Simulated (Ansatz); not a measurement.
The starting structures come from a database of crystals and need not be the phases stable at ambient conditions.

Tunnelling through a barrier is set by its complex band structure: the current falls as exp(−2κd) with the smallest κ.

```xyz
16
Lattice="4.4631 0.0000 0.0000 0.0000 7.4810 0.0000 0.0000 0.0000 9.3815" Properties=species:S:1:pos:R:3 pbc="T T T"
Ba     3.3473     5.1689     3.6381
Ba     1.1158     2.3121     5.7434
Ba     1.1158     6.0526     8.3288
Ba     3.3473     1.4284     1.0527
H      1.1158     5.8424     5.3351
H      3.3473     1.6386     4.0464
H      3.3473     5.3791     0.6443
H      1.1158     2.1019     8.7372
Cl     1.1158     3.8902     1.5404
Cl     3.3473     3.5908     7.8411
Cl     3.3473     7.3313     6.2312
Cl     1.1158     0.1497     3.1503
O      1.1158     4.8789     5.1826
O      3.3473     2.6021     4.1989
O      3.3473     6.3426     0.4919
O      1.1158     1.1384     8.8896
```

Space group of this cell: Pnma. The cell is taken as given; by r2SCAN its mean pressure is -1.9 GPa.

Transport runs along the normal of the first two printed cell vectors.

The gap is the functional's own, uncorrected, and κ follows it; spin-orbit coupling is left out. Mid-gap values are interpolated between the computed energies.

Q: Compute, with Ansatz (a quantum-chemistry and plane-wave program) with r2SCAN, the band gap and the smallest decay constant κ at mid-gap.

A: Gap 5.54 eV on a 8×4×4 mesh; κ = 0.403 1/Å, at the zone centre.
